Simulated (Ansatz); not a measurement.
**Migration barriers: interstitial C in bcc W, neutral cell**

Defect migration in bcc W: interstitial C, neutral cell. Computed with PBE, PAW (plane waves to 420 eV; Ansatz, a quantum-chemistry and plane-wave program).

36-site cell at the relaxed PBE lattice, a 2×2×3 k-point mesh shifted by half a step, smearing 0.10 eV, spin-restricted, no finite-size correction. Energies are static. Spin-orbit coupling is left out. Sites that were not tried may lie lower.

Barriers: single points on a 3×3×5 k-point mesh shifted by half a step at the bands' geometries.

```json
[
 {"Route": "a concerted move, in which C travels most", "Start site over the lowest site run (eV)": "0.00", "Hop (Å)": "1.59", "Forward barrier (eV)": "1.55", "Backward barrier (eV)": "1.55", "Neighbours at the start": "2 W at 1.94, 4 W at 2.20 Å", "Neighbours at the saddle": "4 W at 1.99 Å", "Saddle order": "not checked, on a symmetry element", "Forward, on the band's own sampling (eV)": "1.54"}
]
```

Paths come from climbing-image nudged elastic band runs.  A band can be held on a symmetry element, so unchecked saddle points there may be too high.
